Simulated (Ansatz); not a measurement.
We consider AlZnNO (model structure, started from the AlSiCN type, P3m1, No. 156, 4 atoms in the cell), described by PBEsol in Ansatz (PAW).

Run with plane-wave cutoff 520 eV, 12×12×6 k mesh (along the axes of the cell as run), Fermi–Dirac smearing 0.01 eV, scalar-relativistic PAW data made under PBE.

Cell (relaxed at this level):

```cif
data_AlNOZn
_chemical_formula_sum 'Al1 Zn1 O1 N1'
_space_group_name_H-M_alt 'P3m1'
_space_group_IT_number 156
_space_group_name_Hall 'P 3 -2"'
_cell_length_a 3.13836
_cell_length_b 3.13836
_cell_length_c 5.14533
_cell_angle_alpha 90.000
_cell_angle_beta 90.000
_cell_angle_gamma 120.000
loop_
_atom_site_label
_atom_site_type_symbol
_atom_site_symmetry_multiplicity
_atom_site_Wyckoff_symbol
_atom_site_fract_x
_atom_site_fract_y
_atom_site_fract_z
_atom_site_occupancy
Al1 Al 1 b 0.33333 0.66667 0.50479 1
Zn1 Zn 1 c 0.66667 0.33333 0.98741 1
O1 O 1 b 0.33333 0.66667 0.15091 1
N1 N 1 c 0.66667 0.33333 0.60688 1
```

Task: Predict the band gap and bulk modulus.

Result: 
- band gap: 2.25 eV (on the SCF k mesh)
- bulk modulus: 174 GPa

Note: the bulk modulus is −V dP/dV from two relaxed cells at ±2 % in volume; the relaxation could raise the start's symmetry but not lower it, so the cell can be a saddle point.

Computed values are for the static lattice.

A model structure was made by putting elements into a prototype or built by hand; it is no filed structure, need not be a known phase, and can be a saddle point held by its symmetry.

Ansatz is a first-principles code.
